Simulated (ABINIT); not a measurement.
Equation of state of wurtzite SiC (space group 186): energy against volume (ABINIT, PBEsol)

```xyz
4
Lattice="2.9906 0.0000 0.0000 -1.4953 2.5899 0.0000 0.0000 0.0000 4.9034" Properties=species:S:1:pos:R:3 pbc="T T T"
Si     0.0000     1.7266     0.0000
Si     1.4953     0.8633     2.4517
C      0.0000     1.7266     1.8388
C      1.4953     0.8633     4.2905
```

Method: PBEsol, norm-conserving pseudopotentials (PseudoDojo nc-sr-04 PBEsol standard) (plane waves; ABINIT). Settings: pseudos = [Si.upf, C.upf]; ecut = 106 Ry; occopt = 3; tsmear = 0.00036749 Ha; ngkpt = 12 12 7; nshiftk = 1; shiftk = 0 0 0; potentials = PseudoDojo nc-sr-04 PBEsol standard; nband = 13; kptopt = 1; nstep = 80; toldfe = 1e-09 Ha. The cell above is the first row's. The rows scale it uniformly. In all rows fractional positions and the k mesh are held. E is the free energy at the stated smearing, counted from the lowest row.

```
V (Å^3/atom)  E (meV/atom)
------------  ------------
9.495                55.51
9.701                30.75
9.907                13.71
10.114                3.68
10.320                0.00
10.527                2.09
10.733                9.41
10.939               21.47
11.146                   ?
```

Taking the third-order Birch-Murnaghan form, a cubic in V^(-2/3) for E over the 8 complete rows: With u = V^(-2/3) - 0.213, the rows have u = 0.010016, 0.006848, 0.003790, 0.000821, -0.002033, -0.004808, -0.007481, -0.010069. Least squares gives E = 1.999 + 1722.71·u + 362215·u² - 85370·u³. Residuals (row less fit): 0.005, -0.005, -0.016, 0.023, 0.005, -0.009, -0.009, 0.007; standard error 0.016 (degrees of freedom: 4). Its minimum lies at u = -0.002376, so V0 = (0.210624)^(-3/2) = 10.35. There d²E/du² = 725600 and d³E/du³ = -512200, so B0 = (4/9) × 10.35^(-7/3) × 725600 × 0.160218 = 222 GPa (the last factor turns the table's units into GPa), and B0' = 4 + (2/3) × 0.210624 × (-512200)/725600 = 3.9. The program's pressures in the fitted runs (not shown) pass through zero at V = 10.35, 0.00 % from this V0.

Task: What does the fit predict for E at V = 11.146, and how far is the calculated value from it?

Result: u = -0.012589, so E = 1.999 + 1722.71 × (-0.012589) + 362215 × (-0.012589)² - 85370 × (-0.012589)³ = 37.887 meV/atom. The calculation gives 37.83 meV/atom, 0.057 meV/atom below the prediction (0.1 % of the range of E in the table). The row lies outside the fitted rows, so this is an extrapolation. From the scatter of the fitted rows alone, a prediction at this place has a standard error of 0.039 meV/atom, so the miss is 1.5 times that.

Carrying the step between the two nearest rows on in a straight line would have given 33.59, off by 4.24; series whose last step already gives the withheld value aren't shown. The scan was laid around a cell of about the measured size, scaled by a guess for this functional; axis ratios and inner coordinates come from that cell. This is the 2H polytype. The runs keep the symmetry of the cell, so they don't test it for distortions. The shape of the cell and the inner coordinates aren't relaxed, so V0 and B0 belong to this uniform scaling; a relaxed crystal lies no higher in energy and is usually softer (forces reach 0.08 eV/Å in these rows). Cutoffs and mesh are single choices, not tested for convergence of this quantity. Series with a scatter that would blur these digits, or in which a gap closes, are not shown. Nor are scans whose minimum lies at an end fitted in this form.
